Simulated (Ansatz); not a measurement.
Effect of tensor shear ε_xy = +1.14 % on TlBr

Consider TlBr in the CsCl type structure (space group Pm-3m, No. 221; a = 3.840 Å). Axes: x, y, z lie along the cube axes.

Perturbation: tensor shear ε_xy = +1.14 % (engineering shear γ = 0.0228); the atoms relax in the strained cell.

The values are results of DFT with LDA, PAW potentials and a 420 eV plane-wave cutoff in Ansatz (an electronic-structure program), no spin-orbit coupling, not measurements. Settings: 9×9×9 k-points, 0.05 eV Fermi–Dirac smearing.

```tsv
quantity	base	changed	shift
volume per atom	28.30 Å³	28.30 Å³	0.00 Å³
space group	Pm-3m (No. 221)	Cmmm (No. 65)	–
shortest interatomic distance	6.284 bohr	6.236 bohr	-0.048 bohr
energy relative to the base (free energy F)	0 meV/atom	+0.6 meV/atom	+0.6 meV/atom
pressure (mean of the normal stresses, compression positive)	-0.01 GPa	0.02 GPa	+0.03 GPa
band gap	1.37 eV	1.36 eV	-0.01 eV
gap character	–	direct at S	–
electron mass	0.12 mₑ along k, 0.19 mₑ across (at X)	0.12 mₑ along k, 0.19 mₑ across (at X)	–
hole mass	0.16 mₑ along k, 0.39 mₑ across (at X)	0.15 mₑ along k, 0.40 mₑ across (at X)	–
valley order (the lowest conduction-band minima on the path, energy above the VBM, named in the base's zone)	X along ⟨100⟩ 1.37 eV; R along ⟨111⟩ 1.49 eV	X along [100] 1.36 eV; X along [001] 1.36 eV; R along [111] 1.42 eV	–
stress (xx, yy, zz, yz, xz, xy; compression positive)	–	(0.01, 0.01, 0.03, 0.00, 0.00, -0.31) GPa	–
```

Final structure:

```
CELL_PARAMETERS angstrom
      3.83953     0.04377     0.00000
      0.04377     3.83953     0.00000
      0.00000     0.00000     3.83953
ATOMIC_POSITIONS crystal
  Tl 0.00000 0.00000 0.00000
  Br 0.50000 0.50000 0.50000
```

Cost of the whole job for the changed cell (relaxation, final SCF and bands): around 19 core-seconds (rough).

With Tl present, leaving out spin-orbit coupling can change the band edges. Masses are band curvatures over ±0.01 Å⁻¹ around the edge. Along k means along the line from Γ to the band edge. Whether these cells are dynamically stable was not tested. k-point labels follow each cell's own Brillouin zone.
